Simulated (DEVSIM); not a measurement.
# Schottky contact on n-type GaN

System: Schottky contact on n-type GaN, at 300 K.

```csv
layer (left to right),material,thickness (μm),Nd (cm⁻³),τn (s),τp (s)
1,GaN,4.70,2.8e16,2.4e-8,2.4e-8
```

Left contact: Schottky, work function 5.49 eV, emission velocity 4.2e6 cm/s. Right contact: ohmic. Voltage is applied to the left contact. Recombination: SRH at mid-gap, Auger. Mobility is constant in doping.

This is a model device: material constants are rounded textbook-type values typed into the input, and sizes, dopings and lifetimes were drawn at random. Values at 300 K.

```tsv
parameter	GaN
gap (eV)	3.43
affinity (eV)	4.1
permittivity	9.5
Nc (cm⁻³)	2.3e18
Nv (cm⁻³)	4.6e19
μn (cm²/Vs)	1200
μp (cm²/Vs)	100
Cn (cm⁶/s)	1e-30
Cp (cm⁶/s)	1e-30
```

DEVSIM, 1D drift-diffusion, Boltzmann statistics, complete ionisation; no tunnelling, impact ionisation, image-force lowering or self-heating. Metal contacts follow the ideal Schottky-Mott rule: no Fermi-level pinning, no interface dipoles.

```json
{
  "potential_step_across_the_device_at_zero_bias": "1.276 V",
  "largest_field_in_the_device_at_zero_bias": "120000 V/cm",
  "Dark forward voltage at 1 A/cm²": "1.024 V",
  "Dark forward voltage at 100 A/cm²": "1.153 V"
}
```

Small-signal capacitance in reverse bias (quasi-static):

| V (V) | C (nF/cm²) |
|---|---|
| -0.4 | 33.8 |
| -1 | 29.0 |
| -2 | 24.1 |
| -3 | 21.1 |
| -4 | 19.0 |
| -6 | 16.1 |
| -8 | 14.3 |
| -10 | 13.0 |
| -13 | 11.5 |
| -16 | 10.5 |
| -20 | 9.42 |

Dark forward current:

(V (V), J (A/cm²)): (0.20, 1.5e-14); (0.30, 7.3e-13); (0.40, 3.5e-11); (0.50, 1.7e-9); (0.55, 1.2e-8); (0.65, 5.5e-7); (0.75, 2.6e-5); (0.85, 0.0012); (0.95, 0.059); (1.05, 2.8); (1.10, 18); (1.20, 310); (1.30, 1100); (1.40, 2000)
